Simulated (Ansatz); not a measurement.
An Ansatz (an electronic-structure program) run: SnO with a change (biaxial strain −0.82 %, plane normal [001], relaxed out of plane); PBEsol-D3(BJ) in Ansatz (plane waves to 420 eV, PAW, no spin-orbit coupling).

Input:

Ansatz 0.2 input:
```yaml
crystal:
  lattice:
    - [3.739146081, 0, 0]
    - [0, 3.739146081, 0]
    - [0, 0, 4.5785509914]
  atoms:
    - { symbol: Sn, position: [0.5, 0, 0.2534799168] }
    - { symbol: Sn, position: [0, 0.5, 0.7465200832] }
    - { symbol: O, position: [0, 0, 0] }
    - { symbol: O, position: [0.5, 0.5, 0] }
basis: { ecutwfc: 420, ecutrho_ratio: 4, xc_grid: 2, fft_grid_basis: typed }
kpoints: { mp_grid: { grid: [12, 12, 10] } }
hamiltonian:
  xc: pbesol
  dispersion: d3bj
  pseudopotentials: { kind: paw }
scf: { occupations: { method: fermi_dirac, width: 0.05 } }
relax: { f_tol: 0.005, max_steps: 50, cell: { stress_tol: 0.01, fix: [a, b, gamma] } }
output: { forces: true, stress: true }
checkpoint: { write: state.ck, write_every: 1000 }
```

Output (explanatory and most iteration lines left out):

```
Relaxation: its limit of steps is 50 (relax.max_steps)
Pseudopotential: Sn, paw, valence charge 14
Pseudopotential: O, paw, valence charge 6
Crystal: 4 atoms, lattice volume = 64.014 Å³
Basis set: ecut = 420 eV, 1239 PW (Γ), exchange–correlation on 50×50×64 points (8 copies of the dense FFT grid, shifted against one another)
Bands: 24, of which v1, the nominal top of the filled ones, is band 20 counted from 1 (19 counted from 0)
Symmetry: 16 space group operations
Space group: P4/nmm (ITA 129), of the structure as read, at distance tolerance 4.0e-5 Å
k-points: 168 of 1440
Functional: x = pbesol(κ = 0.804, μ = 0.12345679012345678), c = pbesol(β = 0.046)
SCF iter   1: F=—  HF=-13022.352897 eV  |F-HF|=—  |Δ(HF+E_count)|=         —  Δρ=1.52e-2  dr2=1.22e-1  ethr=1.77e-3  ⟨swp⟩=6.1  Hψ=18497  notcnv=0
SCF iter   2: F=—  HF=-13022.323364 eV  |F-HF|=—  |Δ(HF+E_count)|=   2.95e-2  Δρ=2.67e-3  dr2=2.48e-3  ethr=3.06e-4  ⟨swp⟩=2.0  Hψ=7045  notcnv=0
SCF 1 converged in 7 iterations: F = -13022.322978 eV  dr2 = 2.25e-8
relax step   1: F+E_penalty+E_count = -13022.32297791 eV  Δ(F+E_penalty+E_count) = +0.000e0 eV  max|allowed force component| = 1.388e-1 eV/Å  Δτ_max = 0.0000 Å  P = +1.467 GPa  Ω = 64.014 Å³  fix = [a, b, gamma]  reactions: a +1.860, b +1.860 GPa  (7 SCF iters, dr2 threshold 1.00e-7 eV, accepted)
[... steps on the carried basis left out ...]
relax step   6: F+E_penalty+E_count = -13022.32402054 eV  Δ(F+E_penalty+E_count) = -4.978e-5 eV  max|allowed force component| = 4.116e-6 eV/Å  Δτ_max = 0.0002 Å  P = +0.941 GPa  Ω = 64.031 Å³  energy of the carried Pulay correction = +4.906e-5 eV  fix = [a, b, gamma]  reactions: a +1.412, b +1.412 GPa  (5 SCF iters, dr2 threshold 5.88e-10 eV, accepted)
Crystal: 4 atoms, lattice volume = 64.031 Å³
SCF iter   1: F=—  HF=-13022.324011 eV  |F-HF|=—  |Δ(HF+E_count)|=         —  Δρ=3.01e-6  dr2=3.55e-9  ethr=9.28e-8  ⟨swp⟩=3.2  Hψ=28994  notcnv=0
SCF iter   2: F=—  HF=-13022.323977 eV  |F-HF|=—  |Δ(HF+E_count)|=   3.40e-5  Δρ=1.68e-6  dr2=1.26e-9  ethr=8.88e-12  ⟨swp⟩=3.8  Hψ=10648  notcnv=0
SCF 7 converged in 7 iterations: F = -13022.323977 eV  dr2 = 2.40e-13
SCF converged after 7 iterations
Free energy (F): -13022.323977 eV
Internal energy: -13022.320352 eV  (E = F + TS)
E sigma→0 (E₀):  -13022.322165 eV
Entropy (-TS):   -0.003625 eV (-0.906 meV/atom)
Fermi energy:    11.239880 eV
  E_disp       = -0.946720  (pairwise vdW)
--- Forces (eV/Å), atoms counted from 1 ---
  atom   1  Sn    -0.00000000     0.00000000    -0.00000054
  atom   2  Sn     0.00000000     0.00000000     0.00000054
  atom   3  O      0.00000000     0.00000000     0.00000000
  atom   4  O     -0.00000000     0.00000000    -0.00000000
--- Stress (GPa, compression-positive) ---
        1.411662       0.000000       0.000000
        0.000000       1.411662       0.000000
        0.000000       0.000000      -0.001501
  P = ⅓ Tr σ = 0.9406 GPa (9.406 kbar)
--- Relaxed structure (5 steps of the walk, 5 accepted, 2 SCFs on fresh bases) ---
  cell:  # Å, volume = 64.0309 Å³
    - [3.739146081, -1.863645367637823e-111, 5.7156506262873214e-33]
    - [-1.863645367637823e-111, 3.739146081, -8.10092214749384e-34]
    - [6.998763159979318e-33, -9.91950684091557e-34, 4.579778013540128]
  atoms:
    - { symbol: Sn, position: [0.49999999999999994, 1.0691058840368783e-50, 0.25496720778338267] }
    - { symbol: Sn, position: [7.033953804769304e-34, 0.49999999999999994, 0.7450327922166173] }
    - { symbol: O, position: [-2.913376747513145e-34, -1.6472184286297693e-83, -2.5238508183109747e-34] }
    - { symbol: O, position: [0.49999999999999994, 0.49999999999999994, 3.890936678229419e-34] }
```

Without a gap, meshes like the base's 12×12×10 leave anisotropic stresses uncertain by several tenths of a GPa, and small strain energies with them. Stability against distortions was not tested. The final runs are not spin-polarised. The cell was made from SnO in the litharge type structure (space group P4/nmm, No. 129; layered, stacked along the Cartesian z axis) by this change: biaxial strain −0.82 %, plane normal [001], relaxed out of plane.
